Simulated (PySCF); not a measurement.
PySCF 2.14.0, unrestricted HF/def2-svpd, df: Ni(F)(Cl)(OH2)2 ([OH2]->[Ni](<-[OH2])([F])[Cl]), charge 0, multiplicity 3, 9 atoms. The geometry is a generated start, not checked to be a minimum at this level.

```
Item                           Value
-------------------  ---------------
task                          energy
method                            hf
basis                      def2-svpd
two-electron scheme  density fitting
mol.max_memory               3000 MB
mf.max_cycle                     100
mf.conv_tol          1e-09 (default)
basis functions                  162
```

```xyz
9

Ni     0.5937    -0.3671     0.4272
F      1.2767     0.8605    -0.7149
Cl     1.1402    -2.1948     1.0587
O     -0.8056    -0.9827    -1.2217
H     -0.4791    -1.8500    -1.4903
H     -0.5734    -0.3517    -1.9178
O     -0.3183     1.3229     1.5091
H     -1.1505     1.5504     1.0816
H      0.3162     2.0125     1.2682
```

Charge 0 and multiplicity 3 are set for this test and not shown to be the ground state.

With the defaults (mf.init_guess = minao, mf.DIIS = CDIIS, mf.diis_space = 8, mf.level_shift = 0, mf.diis = true, mf.damp = 0, mf.diis_start_cycle = 1, newton = off) it converges in 55 Fock builds. One run each on 2 threads, 1 BLAS thread, with these changes:
- mf.diis = false, mf.damp = 0.7, mf.diis_start_cycle = 999
- mf.DIIS = ADIIS
- mf.DIIS = EDIIS
- mf.diis = false
- mf.level_shift = 1 Hartree
- mf.init_guess = mod_huckel
- mf.diis_space = 5
- newton = Hessian by the SCF's own integrals
- mf.level_shift = 0.1 Hartree
- mf.damp = 0.7, mf.diis_start_cycle = 8
- mf.init_guess = sap

Q: Name the settings that don't reach the solution of the defaults.

A: No convergence: mf.init_guess = sap; mf.DIIS = ADIIS; mf.DIIS = EDIIS; mf.diis_space = 5; mf.level_shift = 1 Hartree; mf.diis = false; mf.diis = false, mf.damp = 0.7, mf.diis_start_cycle = 999 (the run ends without SCF convergence in 100 cycles). The rest reach the solution of the defaults.

```tsv
setting	Fock builds	end
the defaults	55	same solution
mf.damp = 0.7, mf.diis_start_cycle = 8	61	same solution
mf.level_shift = 0.1 Hartree	64	same solution
mf.init_guess = mod_huckel	66	same solution
newton = Hessian by the SCF's own integrals	145	same solution
mf.init_guess = sap	101	no convergence
mf.DIIS = ADIIS	101	no convergence
mf.DIIS = EDIIS	101	no convergence
mf.diis_space = 5	101	no convergence
mf.level_shift = 1 Hartree	101	no convergence
mf.diis = false	101	no convergence
mf.diis = false, mf.damp = 0.7, mf.diis_start_cycle = 999	101	no convergence
```

Under newton the count holds the products with the orbital Hessian.
